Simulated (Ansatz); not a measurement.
F on the 1x1 (110) surface of bcc Mo, one in a 3x3 cell, started at the site 'top Mo'

These are PBE (plane waves to 420 eV, PAW; Ansatz, a quantum-chemistry and plane-wave program) values and carry that method's errors.

Set-up: 37 atoms, 6.5 Å thick at the start under the adsorbate (thin: gaps and levels are the slab's own); mesh 4x4x1; 0.1 eV smearing; dipole correction on; 18 atoms held, the rest relaxed; symmetry of the start imposed; no spin, no spin-orbit, no U, no dispersion correction. At the end it is bonded to Mo. In PBE this state lies 0.19 eV over the lowest of the starts that converged ('hollow Mo-Mo-Mo').

```json
{
  "adsorption energy against ½ F2(g)": "-3.67 eV",
  "work_function_of_the_top_face": "4.97 eV",
  "change_of_the_work_function": "0.38 eV",
  "change_of_the_step_from_the_bottom_to_the_top_vacuum_level_against_the_clean_slab": "0.39 eV",
  "energy_released_by_relaxation": "0.44 eV",
  "height of the binding atom over the mean of the host atoms within 0.3 Å of the top one": "2.141 Å",
  "nearest_host_atoms_of_the_binding_atom": "Mo at 1.91 Å, Mo at 3.49 Å, Mo at 3.49 Å",
  "largest_move_of_a_host_atom": "0.24 Å"
}
```

A negative adsorption energy means that the adsorbate is more stable on the surface than in its reference.
